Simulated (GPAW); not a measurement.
Convergence study of the k-point mesh at a smearing width of 0.02 eV for Pd (Fm-3m, 1 atom in the cell)

```
CELL_PARAMETERS angstrom
      0.00000     1.95084     1.95084
      1.95084     0.00000     1.95084
      1.95084     1.95084     0.00000
ATOMIC_POSITIONS crystal
  Pd 0.00000 0.00000 0.00000
```

Computed with PBE, GPAW PAW datasets PBE (gpaw-data 1.0.1) (plane waves; GPAW).

Base settings: mode = pw; ecut = 600 eV; xc = PBE; kpts = 10 10 10; mesh shift (steps) = 0 0 0; occupations.name = fermi-dirac; occupations.width = 0.1 eV; nbands = -9; convergence.density = 1e-05 e/electron; convergence.energy = 1e-05 eV/electron.

In this ladder: occupations.width = 0.02 eV.

Only quantities that move along the ladder and can be compared are tabulated.

The count of work is k-points × plane waves × bands × iterations; it is no time. Core times come from one kind of shared machine, to one figure; runs under 30 s give none.

The starting cell has typed, rounded lattice constants, without a prior relaxation at this level. Its lattice was rescaled by up to half a per cent. Spin polarisation is off. In the base run, with a pressure of about 6 GPa the cell is away from its equilibrium volume at this level.

| kpts | free energy less the last step's (meV/atom) | pressure (GPa) | count of work / last | core time / last (rough) |
|---|---|---|---|---|
| 5 5 5 | 156.23 | 8.04 | 0.012 | – |
| 6 6 6 | -9.60 | 4.29 | 0.016 | – |
| 7 7 7 | -6.31 | 6.39 | 0.021 | – |
| 9 9 9 | -6.48 | 5.21 | 0.048 | – |
| 11 11 11 | 13.28 | 6.04 | 0.058 | – |
| 13 13 13 | -4.25 | 5.78 | 0.079 | – |
| 16 16 16 | -0.93 | 5.75 | 0.14 | – |
| 19 19 19 | 1.33 | 5.80 | 0.23 | 0.2 |
| 23 23 23 | -0.30 | 5.54 | 0.37 | 0.2 |
| 28 28 28 | 0.87 | 5.65 | 0.64 | 0.5 |
| 34 34 34 | 0.00 | 5.61 | 1.0 | 1 |

Coarsest kpts that holds the free energy within 5 meV/atom of the last step, with all finer ones: 13 13 13, at 0.079 of the last step's count of work; the step before is off by 13 meV/atom.

Coarsest kpts that holds the pressure within 0.1 GPa of the last step, with all finer ones: 23 23 23, at 0.37 of the last step's count of work and about 0.2 of the last step's time; the step before is off by 0.19 GPa.

Two neighbours can agree and both be off: 7 7 7 and 9 9 9 differ by 0.17 meV/atom in the free energy, yet lie about 6.5 meV/atom from the last step.
